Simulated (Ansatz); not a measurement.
Level of theory: PBE (plane waves to 420 eV, PAW; Ansatz, an electronic-structure program).

Electrostatic potential energy of an electron, averaged over planes parallel to the surface, in eV from the Fermi level, for a constructed model of the (100) surface of fcc Ir, a pseudomorphic layer of Nb in the host's stacking (bottom of the slab: a bare face, its two planes held):

| z (Å) | V (eV) |
|---|---|
| 3.86 | 5.55 |
| 4.16 | 5.55 |
| 4.45 | 5.55 |
| 4.75 | 5.54 |
| 5.05 | 5.54 |
| 5.34 | 5.52 |
| 5.64 | 5.48 |
| 5.94 | 5.38 |
| 6.23 | 5.17 |
| 6.53 | 4.70 |
| 6.83 | 3.63 |
| 7.12 | 1.19 |
| 7.42 | -4.97 |
| 7.72 | -13.51 |
| 8.02 | -19.18 |
| 8.31 | -19.14 |
| 8.61 | -13.70 |
| 8.91 | -6.49 |
| 9.20 | -4.56 |
| 9.50 | -10.66 |
| 9.80 | -17.71 |
| 10.09 | -20.56 |
| 10.39 | -17.69 |
| 10.69 | -10.71 |
| 10.98 | -4.90 |
| 11.28 | -7.20 |
| 11.58 | -14.51 |
| 11.88 | -19.80 |
| 12.17 | -19.78 |
| 12.47 | -14.45 |
| 12.77 | -7.07 |
| 13.06 | -4.53 |
| 13.36 | -10.15 |
| 13.66 | -17.31 |
| 13.95 | -20.57 |
| 14.25 | -18.14 |
| 14.55 | -11.41 |
| 14.84 | -5.39 |
| 15.14 | -7.39 |
| 15.44 | -14.60 |
| 15.73 | -19.83 |
| 16.03 | -19.77 |
| 16.33 | -14.41 |
| 16.62 | -6.98 |
| 16.92 | -4.33 |
| 17.22 | -9.76 |
| 17.52 | -16.91 |
| 17.81 | -20.30 |
| 18.11 | -17.84 |
| 18.41 | -11.03 |
| 18.70 | -4.63 |
| 19.00 | -4.92 |
| 19.30 | -11.75 |
| 19.59 | -19.56 |
| 19.89 | -22.59 |
| 20.19 | -18.71 |
| 20.48 | -10.50 |
| 20.78 | -3.17 |
| 21.08 | 0.58 |
| 21.38 | 2.47 |
| 21.67 | 3.51 |
| 21.97 | 4.06 |
| 22.27 | 4.35 |
| 22.56 | 4.51 |
| 22.86 | 4.58 |
| 23.16 | 4.62 |
| 23.45 | 4.64 |
| 23.75 | 4.65 |
| 24.05 | 4.66 |
| 24.34 | 4.66 |

Slab: 7 atoms, 12.2 Å thick at the start; k 14x14x1, smearing 0.1 eV, dipole-corrected; 2 atoms held, the rest relaxed; held to the start's symmetry, so lower structures may exist; no spin, no spin-orbit, no U. It is one candidate, not shown to be the stable structure of the face.

### Question
The surface cell has an area of 7.49 Å². What dipole along the normal does the step between the two vacuum levels imply?

### Answer
the top vacuum level lies 0.89 eV below the bottom one; p = −ε₀ A ΔV (ε₀ = 0.005526 e/(V·Å)) gives 0.04 e·Å a cell.
